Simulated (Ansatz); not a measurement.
Short convergence ladders for InBi (P4mm, 4 atoms in the cell)

```yaml
crystal:
  lattice:
    - [4.92555, 0.00000, 0.00000]
    - [0.00000, 4.92555, 0.00000]
    - [0.00000, 0.00000, 5.23795]
  atoms:
    - { symbol: In, position: [0.50000, 0.50000, 0.00000] }
    - { symbol: In, position: [0.00000, 0.00000, 0.00000] }
    - { symbol: Bi, position: [0.50000, 0.00000, 0.36956] }
    - { symbol: Bi, position: [0.00000, 0.50000, 0.63999] }
```

Base method: LDA (PW92), default PAW files made with PBE (plane waves; Ansatz, a program for electronic structure).

Base settings: basis.ecutwfc = 30.9 Ry; kpoints.mp_grid.grid = 7 7 6; hamiltonian.xc = lda; hamiltonian.pseudopotentials = {kind: paw} (the program's default PAW files); scf.occupations.method = gaussian; scf.occupations.width = 0.0073 Ry.

The count of work is k-points × plane waves × bands × iterations; it is no time. Core times come from one kind of shared machine, to one figure; runs under 30 s give none.

**The width of Fermi-Dirac smearing**

In this ladder: kpoints.mp_grid.grid = 12 12 10; scf.occupations.method = fermi_dirac.

Narrow widths need finer meshes than wide ones, so the last steps can hold mesh noise.

Only quantities that move along the ladder and can be compared are tabulated; pressure and forces are left out, as mesh noise rules them at narrow widths.

| scf.occupations.width | free energy less the last step's (meV/atom) | energy extrapolated to zero width less the last step's (meV/atom) | core time / last (rough) |
|---|---|---|---|
| 0.0735 Ry | -842.38 | 55.91 | 2 |
| 0.0367 Ry | -182.80 | 21.71 | 1 |
| 0.022 Ry | -56.88 | 7.75 | 1 |
| 0.0147 Ry | -22.04 | 3.17 | 1 |
| 0.0073 Ry | -3.66 | 0.40 | 1 |
| 0.0037 Ry | 0.00 | 0.00 | 1 |

Widest scf.occupations.width that holds the free energy within 5 meV/atom: not settled: the last two steps still differ by 3.7 meV/atom, over half the tolerance, so the ladder does not show it.

Widest scf.occupations.width that holds the energy extrapolated to zero width within 2 meV/atom of the last step, with all finer ones: 0.0073 Ry; the step before is off by 3.2 meV/atom.

The extrapolation to zero width removes most of the smearing's effect on the energy.

**The width of Methfessel-Paxton smearing**

In this ladder: kpoints.mp_grid.grid = 12 12 10; scf.occupations.method = methfessel_paxton.

Narrow widths need finer meshes than wide ones, so the last steps can hold mesh noise.

Only quantities that move along the ladder and can be compared are tabulated; pressure and forces are left out, as mesh noise rules them at narrow widths.

```csv
scf.occupations.width,free energy less the last step's (meV/atom),core time / last (rough)
0.0735 Ry,14.89,1
0.0367 Ry,3.39,1
0.022 Ry,0.80,1
0.0147 Ry,0.08,1.0
0.0073 Ry,-0.06,1
0.0037 Ry,0.00,1
```

Widest scf.occupations.width that holds the free energy within 5 meV/atom of the last step, with all finer ones: 0.0367 Ry; the step before is off by 15 meV/atom.

**The mesh under tetrahedron occupations**

In this ladder: scf.occupations.method = tetrahedron; scf.occupations.width = default.

Only quantities that move along the ladder and can be compared are tabulated.

| kpoints.mp_grid.grid | free energy less the last step's (meV/atom) | pressure (GPa) | largest difference of a force vector from the last step's (eV/Å) | count of work / last | core time / last (rough) |
|---|---|---|---|---|---|
| 3 3 3 | 2.83 | -3.63 | 0.436 | 0.018 | – |
| 4 4 3 | -0.34 | -3.48 | 0.252 | 0.034 | – |
| 4 4 4 | -5.20 | -3.36 | 0.012 | 0.051 | – |
| 5 5 5 | -15.85 | -3.45 | 0.039 | 0.051 | – |
| 7 7 6 | -2.86 | -3.60 | 0.083 | 0.11 | – |
| 8 8 8 | -0.41 | -3.41 | 0.016 | 0.21 | – |
| 10 10 10 | -0.99 | -3.52 | 0.045 | 0.35 | 0.3 |
| 13 13 12 | -0.09 | -3.48 | 0.010 | 0.54 | 0.5 |
| 16 16 15 | 0.00 | -3.49 | 0.000 | 1.0 | 1 |

Coarsest kpoints.mp_grid.grid that holds the pressure within 0.05 GPa of the last step, with all finer ones: 10 10 10, at 0.35 of the last step's count of work and about 0.3 of the last step's time; the step before is off by 0.08 GPa.

Coarsest kpoints.mp_grid.grid that holds the forces within 0.02 eV/Å of the last step, with all finer ones: 13 13 12; the step before is off by 0.045 eV/Å.

Coarsest kpoints.mp_grid.grid that holds the free energy within 0.5 meV/atom of the last step, with all finer ones: 13 13 12; the step before is off by 0.99 meV/atom.

On the base run: the starting cell comes from a database of computed structures (which also holds hypothetical and non-ambient phases and stackings), without a prior relaxation at this level. Its lattice was rescaled by up to half a per cent. One atom was moved a little off its site on purpose. In the base run, with a pressure of about -4 GPa the cell is away from its equilibrium volume at this level. Ansatz's pressure includes its estimate of the finite-basis (Pulay) stress.

Left out of this page: 4 runs of the series outside the window shown, repeating another row's setting, or not comparable.

Keys are those of Ansatz 0.2.
